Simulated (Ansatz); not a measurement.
**The (0001) surface of hcp Os in its 1x1 cell**

Calculation: PBE (plane waves to 420 eV, PAW; Ansatz, a quantum-chemistry and plane-wave program).

Model: 4-atom slab, 6.5 Å thick at the start (thin: gaps and levels are the slab's own), 12x12x1 mesh, Fermi-Dirac 0.1 eV, dipole correction, all atoms relaxed; start symmetry kept, larger cells not searched; no spin, no spin-orbit, no U.

work function of the top face: 5.32 eV
energy released by relaxation: 0.050 eV
cost: very roughly 50 core-seconds
